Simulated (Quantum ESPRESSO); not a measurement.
The steps of a band-structure calculation for ZrPOs (P-62m, 9 atoms in the cell) with Quantum ESPRESSO.

Method of the run: PBEsol, PseudoDojo standard norm-conserving (PBESOL) pseudopotentials (plane waves; Quantum ESPRESSO 7.5).

Step 1 (scf):

```fortran
&control
   calculation = 'scf'
   outdir = './tmp'
   pseudo_dir = './'
   tprnfor = .true.
   tstress = .true.
/
&system
   ibrav = 0
   nat = 9
   ntyp = 3
   ecutwfc = 75
   occupations = 'smearing'
   smearing = 'cold'
   degauss = 0.019992
/
&electrons
   conv_thr = 1e-10
/
ATOMIC_SPECIES
Zr    91.2240  Zr.upf
P     30.9738  P.upf
Os   190.2300  Os.upf
CELL_PARAMETERS angstrom
   6.262807022     0.000000000     0.000000000
  -3.131403511     5.423749981     0.000000000
   0.000000000     0.000000000     3.770321000
ATOMIC_POSITIONS crystal
Zr    0.000000000    0.416750000    0.500000000
Zr    0.416750000    0.000000000    0.500000000
Zr    0.583250000    0.583250000    0.500000000
P     0.333333333    0.666666667    0.000000000
P     0.666666667    0.333333333    0.000000000
P     0.000000000    0.000000000    0.500000000
Os    0.000000000    0.753540000    0.000000000
Os    0.753540000    0.000000000    0.000000000
Os    0.246460000    0.246460000    0.000000000
K_POINTS automatic
3 3 4  0 0 0
```

Step 2 (bands):

```fortran
&control
   calculation = 'bands'
   outdir = './tmp'
   pseudo_dir = './'
   verbosity = 'high'
/
&system
   ibrav = 0
   nat = 9
   ntyp = 3
   ecutwfc = 75
   occupations = 'smearing'
   smearing = 'cold'
   degauss = 0.019992
   nbnd = 60
/
&electrons
   conv_thr = 1e-10
   startingwfc = 'random'
   diago_thr_init = 1.0d-6
/
ATOMIC_SPECIES
Zr    91.2240  Zr.upf
P     30.9738  P.upf
Os   190.2300  Os.upf
CELL_PARAMETERS angstrom
   6.262807022     0.000000000     0.000000000
  -3.131403511     5.423749981     0.000000000
   0.000000000     0.000000000     3.770321000
ATOMIC_POSITIONS crystal
Zr    0.000000000    0.416750000    0.500000000
Zr    0.416750000    0.000000000    0.500000000
Zr    0.583250000    0.583250000    0.500000000
P     0.333333333    0.666666667    0.000000000
P     0.666666667    0.333333333    0.000000000
P     0.000000000    0.000000000    0.500000000
Os    0.000000000    0.753540000    0.000000000
Os    0.753540000    0.000000000    0.000000000
Os    0.246460000    0.246460000    0.000000000
K_POINTS crystal_b
12
  0.00000000   0.00000000   0.00000000   6  ! G
  0.50000000   0.00000000   0.00000000   3  ! M
  0.33333333   0.33333333   0.00000000   7  ! K
  0.00000000   0.00000000   0.00000000   8  ! G
  0.00000000   0.00000000   0.50000000   6  ! A
  0.50000000   0.00000000   0.50000000   3  ! L
  0.33333333   0.33333333   0.50000000   7  ! H
  0.00000000   0.00000000   0.50000000   1  ! A
  0.50000000   0.00000000   0.50000000   8  ! L
  0.50000000   0.00000000   0.00000000   1  ! M
  0.33333333   0.33333333   0.00000000   8  ! K
  0.33333333   0.33333333   0.50000000   1  ! H
```

Step 3 (bands.x):

```fortran
&bands
   outdir = './tmp'
   filband = 'bands.dat'
   lsym = .false.
/
```

Output of bands (abridged):

```
     Atomic positions and unit cell read from directory:
     ./tmp/pwscf.save/

     Message from routine setup:
     using ibrav=0 with symmetry is DISCOURAGED, use correct ibrav instead
     G-vector sticks info
     --------------------
     sticks:   dense  smooth     PW     G-vecs:    dense   smooth      PW
     Sum        2905    2905    823                75867    75867   11499

     bravais-lattice index     =            0
   [... lines left out ...]
     unit-cell volume          =     864.2584 (a.u.)^3
   [... lines left out ...]

     End of band structure calculation

          k = 0.0000 0.0000 0.0000 (  9475 PWs)   bands (ev):

   -65.5936 -65.5629 -65.5629 -28.1266 -28.0662 -28.0662 -25.4454 -25.1557
   -25.1557 -24.9454 -24.9399 -24.9399 -24.9019 -24.8834 -24.8834  -6.6765
    -6.4440  -6.4440  -6.3500  -6.2656  -6.2656  -6.1870  -6.0239  -6.0239
     6.6106   8.1899   9.2194  13.3522  13.4133  13.4133  14.1918  14.1918
    14.8748  15.0212  15.6419  15.6419  16.2656  16.2656  17.0813  17.0995
    17.0995  17.8979  17.9214  17.9214  18.1722  18.1722  19.9726  20.4601
    20.4601  20.9868  21.1862  21.3370  21.3370  21.5661  22.3968  22.3968
    23.1751  23.4727  23.4727  23.5928

          k = 0.0833 0.0481 0.0000 (  9463 PWs)   bands (ev):

   -65.5936 -65.5629 -65.5629 -28.1258 -28.0672 -28.0661 -25.4451 -25.1563
   -25.1561 -24.9453 -24.9398 -24.9396 -24.9017 -24.8834 -24.8834  -6.6723
    -6.4451  -6.4347  -6.3490  -6.2670  -6.2653  -6.1900  -6.0323  -6.0263
     6.6470   8.1890   9.1840  13.3479  13.3667  13.4296  14.1291  14.1556
    14.8968  14.9782  15.5981  15.6555  16.3203  16.3841  17.0398  17.0618
    17.1937  17.6143  17.9756  18.1980  18.2335  18.2515  19.8885  20.3630
    20.4367  20.7583  21.2688  21.3959  21.5251  21.5489  22.2866  22.4735
    23.2661  23.3876  23.5189  23.7896

   [... 57 blocks of this kind left out ...]
```

Output of bands.x (abridged):

```
     Reading xml data from directory:

     ./tmp/pwscf.save/

     G-vector sticks info
     --------------------
     sticks:   dense  smooth     PW     G-vecs:    dense   smooth      PW
     Sum        2905    2905    823                75867    75867   11499

     Reading collected, re-writing distributed wavefunctions
     high-symmetry point:  0.0000 0.0000 0.0000   x coordinate   0.0000
     high-symmetry point:  0.5000 0.2887 0.0000   x coordinate   0.5774
     high-symmetry point:  0.3333 0.5774 0.0000   x coordinate   0.9107
     high-symmetry point:  0.0000 0.0000 0.0000   x coordinate   1.5774
     high-symmetry point:  0.0000 0.0000 0.8305   x coordinate   2.4079
     high-symmetry point:  0.5000 0.2887 0.8305   x coordinate   2.9852
     high-symmetry point:  0.3333 0.5774 0.8305   x coordinate   3.3186
     high-symmetry point:  0.0000 0.0000 0.8305   x coordinate   3.9852
     high-symmetry point:  0.5000 0.2887 0.8305   x coordinate   3.9852
     high-symmetry point:  0.5000 0.2887 0.0000   x coordinate   4.8158
     high-symmetry point:  0.3333 0.5774 0.0000   x coordinate   5.1491
     high-symmetry point:  0.3333 0.5774 0.8305   x coordinate   5.9797

     Plottable bands (eV) written to file bands.dat.gnu
     Bands written to file bands.dat

   JOB DONE.
```

The starting cell comes from a database of computed structures (which also holds hypothetical and non-ambient phases and stackings), without a prior relaxation at this level. Its lattice was rescaled by a random factor within 2.5 % of one. Spin-orbit coupling is off. Spin polarisation is off; with an odd number of electrons in the cell that forces a metal, and a magnetic state may lie lower.
